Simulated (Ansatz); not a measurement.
## A computed series for Cu3N: response to strain

Base system: Cu$_{3}$N (space group Pm-3m, No. 221).

```xyz
4
Lattice="3.7649 0.0000 0.0000 0.0000 3.7649 0.0000 0.0000 0.0000 3.7649" Properties=species:S:1:pos:R:3 pbc="T T T"
Cu     1.8825     0.0000     0.0000
Cu     0.0000     1.8825     0.0000
Cu     0.0000     0.0000     1.8825
N      0.0000     0.0000     0.0000
```

Strains are applied to the cell and any free atomic positions relax.

Level of theory: PBEsol/PAW in Ansatz (a program for electronic structure), no SOC.

Notes on the quantities. energy relative to the base: free energy F.

| isotropic strain (%) | energy relative to the base (meV/atom) |
|---|---|
| -3 | 50.5 |
| -2.4 | ? |
| -1.8 | 17.4 |
| -1.2 | 7.5 |
| -0.6 | 1.9 |
| 0 | 0.0 |

Task: Fit ΔE = Aε² + Bε³ (ε in %) to the rows shown and predict the withheld row.

Result: Least squares on the printed values gives A = 4.99 and B = -0.21 meV/atom (largest residual 0.1 meV/atom); this predicts 31.6 meV/atom, and the run gives 31.6 meV/atom, in agreement.

Whether these cells are dynamically stable was not tested. All final runs are without spin polarisation.
